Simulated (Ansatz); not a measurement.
# A computed series for MgO: response to strain

Start from MgO in the rock salt structure (space group Fm-3m, No. 225).

```yaml
crystal:
  lattice:
    - [0.00000, 2.10221, 2.10221]
    - [2.10221, 0.00000, 2.10221]
    - [2.10221, 2.10221, 0.00000]
  atoms:
    - { symbol: Mg, position: [0.00000, 0.00000, 0.00000] }
    - { symbol: O, position: [0.50000, 0.50000, 0.50000] }
```

Cartesian axes are those of the cell as printed.

Strains are applied to the cell and any free atomic positions relax.

All numbers come from r2SCAN (Ansatz, a quantum-chemistry and plane-wave program), no spin-orbit coupling.

Candidates:
(a) uniaxial strain ε_zz = −2.00 %
(b) uniaxial strain ε_zz = −1.50 %
(c) uniaxial strain ε_zz = −0.50 %

Before the change:

```
Item        Value
--------  -------
Band gap  5.68 eV
```

Question: Order them by band gap, highest first.

Answer: (a) uniaxial strain ε_zz = −2.00 % (5.87 eV), (b) uniaxial strain ε_zz = −1.50 % (5.83 eV), (c) uniaxial strain ε_zz = −0.50 % (5.73 eV)

Stability against distortions was not tested.
